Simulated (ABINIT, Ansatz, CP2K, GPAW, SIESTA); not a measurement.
# AlN (F-43m, 2 atoms in the cell) computed with different codes at matched settings

Band-structure calculation.

```
AlN
1.0
    0.00000     2.19382     2.19382
    2.19382     0.00000     2.19382
    2.19382     2.19382     0.00000
Al N
1 1
Direct
  0.00000   0.00000   0.00000
  0.75000   0.75000   0.75000
```

Shared settings, as Ansatz (a first-principles code) writes them: kpoints.mp_grid.grid = 9 9 9; scf.occupations.method = fermi_dirac; scf.occupations.width = 0.0037 Ry. Potentials and cutoffs stand in the table.

| code | model | gap along the path (eV) | smallest direct gap (eV) | cutoff |
|---|---|---|---|---|
| CP2K | PBE, GPW, DZVP-MOLOPT-SR-GTH basis, GTH-PBE potentials (GTH_POTENTIALS) | 3.31 | 4.25 | grid 400 Ry |
| GPAW | PBE, GPAW PAW datasets PBE (gpaw-data 1.0.1) | 3.30 | 4.09 | 950 eV |
| SIESTA | GGA PBE, numerical atomic orbitals DZP, PseudoDojo PBE standard norm-conserving potentials (rewritten from UPF to PSML) | 3.29 | 4.29 | grid 350 Ry |
| Ansatz | PBE, default PAW files | 3.32 | 4.07 | 30.9 Ry |
| ABINIT | PBE, PAW (JTH v2.0 PBE PAW) | 3.29 | 4.06 | 26 Ha |

The spread over the programs that give each value: gap along the path within 0.03 eV; smallest direct gap within 0.23 eV.

CP2K and SIESTA use small atom-centred bases, whose incompleteness enters pressures, forces and empty levels differently from a plane-wave cutoff.

The starting cell comes from a database of computed structures (which also holds hypothetical and non-ambient phases and stackings), without a prior relaxation at this level. Its lattice was rescaled by a random factor within 2.5 % of one.

Left out of this page: Quantum ESPRESSO, Elk and FLEUR (not drawn, or without a comparable value).

Keys are those of Ansatz 0.2.
